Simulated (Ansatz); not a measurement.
Hypothetical rock salt ZrSi: response to strain

The parent structure is ZrSi in the rock salt structure (space group Fm-3m, No. 225; a = 5.342 Å; a hypothetical phase, not in the database extracts checked; relaxed with 0.1 eV smearing). Axes: x, y, z lie along the cube axes.

Strains are applied to the cell and any free atomic positions relax; under biaxial strain the out-of-plane vector relaxes too.

Computed with PBEsol, PAW, 420 eV (Ansatz, a quantum-chemistry and plane-wave program; spin-orbit coupling left out), earlier PAW set.

Candidates:
(a) biaxial strain −3.88 %, plane normal [111], relaxed out of plane
(b) isotropic strain −1.15 %
(c) uniaxial strain ε_xx = +0.34 %
(d) uniaxial strain ε_yy = +0.73 %
(e) isotropic strain +1.46 %

Notes on the quantities. energy relative to the base: free energy F.

Order them by energy relative to the base, highest first.

(a) biaxial strain −3.88 %, plane normal [111], relaxed out of plane (+22 meV/atom), (e) isotropic strain +1.46 % (+13 meV/atom), (b) isotropic strain −1.15 % (+8.8 meV/atom), (d) uniaxial strain ε_yy = +0.73 % (+0.9 meV/atom), (c) uniaxial strain ε_xx = +0.34 % (+0.2 meV/atom)

Stability against distortions was not tested. All final runs are without spin polarisation.
